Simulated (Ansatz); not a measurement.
Consider InP in the zinc blende structure (space group F-43m, No. 216; a = 5.907 Å). Axes: x, y, z lie along the cube axes.

The values are results of plane-wave PAW DFT at the r2SCAN level (Ansatz, a program for electronic structure, 500 eV), no SOC, not measurements.

Base values:

```
Quantity                             Value
---------------------  -------------------
Valence-band top at Γ  0.00, 0.00, 0.00 eV
```

Now apply this change: tensile biaxial strain of 2.50 % in the plane normal to [001], as in epitaxy on a mismatched substrate; the out-of-plane cell vector and the atoms relax.

Problem. Predict the new energy relative to the base.

Solution. The energy rises by 8.9 meV/atom.

Problem. Estimate the effect on the valence-band top at Γ.

Solution. The valence-band top at Γ (three highest levels, from the VBM) changes from 0.00, 0.00, 0.00 eV to 0.00, -0.23, -0.23 eV.

The levels and masses belong to the bands next to the band gap. No phonon test of stability was made.
